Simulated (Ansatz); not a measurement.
# MoS2, carrier doping

Consider MoS$_{2}$ (space group R3m, No. 160; a = 3.153 Å, c = 17.994 Å (hexagonal axes); layered, stacked along the Cartesian z axis).

Carriers are added at fixed cell with a uniform background; the Fermi–Dirac width is that of 300 K.

Levels (all Ansatz, a quantum-chemistry and plane-wave program, PAW, earlier PAW set): PBE-D3(BJ) (420 eV, no spin-orbit coupling); r2SCAN+rVV10 (500 eV, no spin-orbit coupling).

The base cell above is that of PBE-D3(BJ); each level relaxes its own structures.

Notes on the quantities. Fermi level from band edge: Fermi level relative to the doped band's edge (positive inside the band; to 0.05 eV).

```csv
case,"Fermi level from band edge, PBE-D3(BJ)","Fermi level from band edge, r2SCAN+rVV10"
electrons 2.0×10^21 cm⁻³,+0.25 eV,+0.15 eV
electrons 3.0×10^21 cm⁻³,+0.30 eV,+0.20 eV
electrons 5.0×10^21 cm⁻³,+0.40 eV,+0.30 eV
electrons 7.0×10^21 cm⁻³,+0.50 eV,+0.40 eV
holes 2.0×10^21 cm⁻³,+0.70 eV,+0.70 eV
holes 3.0×10^21 cm⁻³,+0.80 eV,+0.80 eV
holes 5.0×10^21 cm⁻³,+0.95 eV,+0.95 eV
holes 7.0×10^21 cm⁻³,+1.00 eV,+1.05 eV
```

The two levels differ by at most about 0.10 eV. They put the cases in the same order.

Carriers are added with a uniform compensating background; total energy and stress of such cells depend on the potential's zero and are not compared; many-body gap narrowing is missing at this level. Whether these cells are dynamically stable was not tested.
